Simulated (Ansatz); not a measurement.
Take ZnS in the zinc blende structure (space group F-43m, No. 216) as the base.

```yaml
crystal:
  lattice:
    - [0.00000, 2.67833, 2.67833]
    - [2.67833, 0.00000, 2.67833]
    - [2.67833, 2.67833, 0.00000]
  atoms:
    - { symbol: S, position: [0.75000, 0.75000, 0.75000] }
    - { symbol: Zn, position: [0.00000, 0.00000, 0.00000] }
```

Cartesian axes are those of the cell as printed.

Level of theory: DFT with PBEsol, PAW potentials and a 420 eV plane-wave cutoff in Ansatz (a first-principles code), no spin-orbit coupling.

Strains are applied to the cell and any free atomic positions relax; under biaxial strain the out-of-plane vector relaxes too.

One change was made to it. Results:

```json
[
 {"quantity": "valence-band top at Γ (three highest levels, from the VBM)", "base": "0.00, 0.00, 0.00 eV", "after": "0.00, -0.03, -0.05 eV"},
 {"quantity": "valley order (the lowest conduction-band minima on the path, energy above the VBM, named in the base's zone)", "base": "Γ 2.09 eV; X along ⟨100⟩ 3.17 eV; L along ⟨111⟩ 3.24 eV", "after": "Γ 2.06 eV; X along [010] 3.14 eV; X along [001] 3.15 eV; L along [11-1] 3.17 eV"},
 {"quantity": "pressure (mean of the normal stresses, compression positive)", "base": "-0.01 GPa", "after": "-0.01 GPa"}
]
```

Problem. Name the change that was made.
A. biaxial strain +1.49 %, plane normal [111], relaxed out of plane
B. biaxial strain +1.12 %, plane normal [001], relaxed out of plane
C. strain tensor (xx, yy, zz, yz, xz, xy) = (+0.21, −0.14, −0.73, −1.05, −1.32, +0.55) %
D. tensor shear ε_xz = +0.48 %

Solution. D, tensor shear ε_xz = +0.48 %. For comparison, the valley order in the other runs: biaxial strain +1.49 %, plane normal [111], relaxed out of plane gives Γ 1.91 eV; L along [111] 2.93 eV; X along [001] 3.11 eV; L along [1-1-1] 3.18 eV; strain tensor (xx, yy, zz, yz, xz, xy) = (+0.21, −0.14, −0.73, −1.05, −1.32, +0.55) % gives Γ 2.00 eV; X along [010] 3.01 eV; L along [111] 3.01 eV; X along [001] 3.03 eV; biaxial strain +1.12 %, plane normal [001], relaxed out of plane gives Γ 1.99 eV; X along [001] 3.05 eV; L along [1-1-1] 3.15 eV; X along [100] 3.18 eV.

The levels and masses belong to the bands next to the band gap. Whether these cells are dynamically stable was not tested.
